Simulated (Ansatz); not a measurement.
Cu on the 1x1 (110) surface of bcc W, one in a 1x1 cell, energies for each (7.2 Å²). Energies are against an atom of fcc Cu, without zero-point or thermal terms; each row is named by its start.

The numbers are results of PBE (plane waves to 420 eV, PAW; Ansatz, a first-principles code), not measurements.

Set-up: 5 atoms, 6.6 Å thick at the start under the adsorbate (thin: gaps and levels are the slab's own); mesh 12x12x1; 0.1 eV smearing; dipole correction on; 2 atoms held, the rest relaxed; each run with such symmetry as its start has; no spin, no spin-orbit, no U, no dispersion correction.

A negative adsorption energy means that the adsorbate is more stable on the surface than in its reference. Starts that drift may end in the same place. Heights count from the host atoms within 0.3 Å of the top one.

```csv
starting site,E_ads (eV),height (Å),nearest host atom (Å),bonded to,Δ work function (eV),lateral drift (Å)
top W,0.40,2.52,W 2.52,W,-0.62,0.0
hollow W-W-W,-0.30,2.03,W 2.58,4 W,-0.48,0.5
bridge W-W (span 2.8 Å),-0.01,2.22,W 2.61,2 W,-0.61,0.0
bridge W-W (span 3.2 Å),-0.30,2.03,W 2.58,4 W,-0.48,0.0
```
